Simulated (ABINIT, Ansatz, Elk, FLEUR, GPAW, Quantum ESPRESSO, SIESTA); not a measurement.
# One structure in several programs: MnCo (Pm-3m, 2 atoms in the cell)

Self-consistent single point.

```yaml
crystal:
  lattice:
    - [2.85360, 0.00000, 0.00000]
    - [0.00000, 2.85360, 0.00000]
    - [0.00000, 0.00000, 2.85360]
  atoms:
    - { symbol: Mn, position: [0.00000, 0.00000, 0.00000], spin: 4.0 }
    - { symbol: Co, position: [0.50000, 0.50000, 0.50000], spin: 3.0 }
```
(The spins are starting values, not results.)

All programs got the same cell, k-point mesh and kind of occupations, and the same starting moments (in Ansatz's words: kpoints.mp_grid.grid = 12 12 12; magnetization.spin_polarized = true; scf.occupations.method = gaussian; scf.occupations.width = 0.272 eV); potentials, basis and cutoffs are each program's usual ones.

```tsv
code	model	pressure (GPa)	size of the net moment (μB/atom)	k-points	cutoff
Quantum ESPRESSO	PBEsol, GBRV 1.5 ultrasoft (PBESOL) pseudopotentials	-10.05	2.02	84	50 Ry
ABINIT	PBEsol, norm-conserving pseudopotentials (PseudoDojo nc-sr-04 PBEsol standard)	-8.96	2.02	84	1306 eV
Elk	PBEsol, all-electron FP-LAPW, Elk's shipped species files, APW+lo basis with extra local orbitals	–	2.01	84	rgkmax 7.5
SIESTA	GGA PBEsol, numerical atomic orbitals TZP, PseudoDojo PBEsol standard norm-conserving potentials (rewritten from UPF to PSML)	-14.55	2.01	948	grid 300 Ry
FLEUR	PBEsol, all-electron FLAPW (FLEUR), scalar-relativistic valence	–	2.01	84	Kmax 4.5 1/bohr
GPAW	PBEsol, GPAW PAW datasets PBEsol (made by gpaw-setup)	-8.14	2.00	84	800 eV
Ansatz	PBEsol, default PAW files made with PBE	-9.44	2.01	84	default
```

A dash marks a value that a program does not give, or that is left out as unsure.

The spread over the programs that give each value: pressure within 6.41 GPa; size of the net moment within 0.02 μB/atom.

The starting cell comes from a database of computed structures (which also holds hypothetical and non-ambient phases and stackings), without a prior relaxation at this level. On Ansatz's run: The magnetic order is the one reached from the typed start; others were not searched systematically. In the base run, with a pressure of about -9 GPa the cell is away from its equilibrium volume at this level.

**Question.** Why do the programs differ, and what cannot be compared?

**Answer.** Differences of this kind can come from the potentials, where these differ, and from what each basis and cutoff leave unconverged. The valence holds different numbers of electrons (Quantum ESPRESSO 32, ABINIT 32, SIESTA 32, FLEUR 32, GPAW 24, Ansatz (a first-principles code) 32). The zero of total energies and Fermi levels follows the potentials and each program's conventions, so they are not compared here. SIESTA uses small atom-centred bases, whose incompleteness enters pressures, forces and empty levels differently from a plane-wave cutoff. Elk and FLEUR treat all electrons, but the usual bases taken here (sphere radii, linearisation, local orbitals, empty states) were not tested for convergence, so the values are no reference for the others. Ansatz's pressure is given at a fixed set of plane waves, as the other plane-wave codes print theirs; with its correction for the finite basis it is -9.32 GPa. Site moments depend on each program's spheres or projections; the total moment of the cell does not. The programs reduce the same mesh by symmetry to different extents, which changes the work and not the result. In the pressure, SIESTA (by 5.35) and GPAW (by 1.06) lie more than 1 GPa from the median of the plane-wave programs.

Keys are those of Ansatz 0.2.
